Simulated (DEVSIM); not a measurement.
Device: Schottky contact on n-type β-Ga2O3, at 300 K.

Layer 1 from the left is β-Ga2O3, thickness (μm) 19.0, Nd (cm⁻³) 9.8e15, τn (s) 8.3e-10, τp (s) 8.3e-10. Layer 2 from the left is β-Ga2O3, thickness (μm) 15.0, Nd (cm⁻³) 5.7e17, τn (s) 8.3e-10, τp (s) 8.3e-10.

Left contact: Schottky, work function 5.52 eV, emission velocity 8.2e6 cm/s. Right contact: ohmic. Voltage is applied to the left contact. Recombination: SRH at mid-gap, radiative, Auger. Mobility is μmin + (μ − μmin)/(1 + (N/Nref)^α).

The device is made up for the run: typed textbook-type constants, with dimensions and the other settings drawn at random. Values at 300 K.

β-Ga2O3: gap (eV) 4.8, affinity (eV) 4, permittivity 10, Nc (cm⁻³) 3.7e18, Nv (cm⁻³) 5e20, μn (cm²/Vs) 160, μp (cm²/Vs) 1, μn,min 20, μp,min 0.1, Nref,n 1e18, Nref,p 1e18, αn 0.8, αp 0.8, B (cm³/s) 1e-12, Cn (cm⁶/s) 1e-31, Cp (cm⁶/s) 1e-31.

Simulated with DEVSIM: 1D drift-diffusion, Boltzmann statistics, complete ionisation; no tunnelling, impact ionisation, image-force lowering or self-heating. Metal contacts follow the ideal Schottky-Mott rule: no Fermi-level pinning, no interface dipoles.

Dark forward current:

| |V| (V) | |J| (A/cm²) |
|---|---|
| 0.40 | 3.876e-13 |
| 0.45 | 2.645e-12 |
| 0.50 | 1.803e-11 |
| 0.55 | 1.228e-10 |
| 0.60 | 8.351e-10 |
| 0.65 | 5.670e-9 |
| 0.70 | 3.842e-8 |
| 0.75 | 2.598e-7 |
| 0.80 | 1.752e-6 |
| 0.85 | 1.178e-5 |
| 0.90 | 7.888e-5 |
| 0.95 | 0.0005253 |
| 1.00 | 0.003471 |
| 1.05 | 0.02261 |
| 1.10 | 0.1410 |
| 1.15 | 0.7480 |
| 1.20 | 2.663 |
| 1.25 | 6.087 |
| 1.30 | 10.49 |
| 1.35 | 15.44 |
| 1.40 | 20.73 |
| 1.45 | 26.22 |
| 1.50 | 31.86 |
| 1.55 | 37.61 |
| 1.60 | 43.43 |
| 1.65 | 49.32 |

### Question
Work out the local ideality factor n = ΔV / (kT/q · ln(J2/J1)) between the rows 0.40 and 0.45 V, 1.60 and 1.65 V.

### Answer
kT/q = 25.85 mV. From 0.40 to 0.45 V: ln(2.645e-12/3.876e-13) = 1.920, n = 1.01, near the 1 of diffusion or emission over a barrier. From 1.60 to 1.65 V: ln(49.32/43.43) = 0.127, n = 15.21; the layers' resistance at their doping, Σ W/(qμN) = 0.0079 Ω cm², would take 46 mV of this step of 50 mV.

### Question
Estimate the current at 0.75 V for emission alone, J0 = q v N_band exp(−φB/kT), and read the barrier back from the simulated current.

### Answer
φB = 1.520 eV, N_band = 3.70e18 cm⁻³, J0 = 1.41e-19 A/cm²; J = J0 (exp(qV/kT) − 1) = 5.63e-7 A/cm². The simulation gives 2.60e-7 A/cm²; the estimate lies 120 % above. Read backwards, the simulated current gives an apparent barrier of 1.540 eV. The estimate leaves out transport through the depletion region and minority injection.
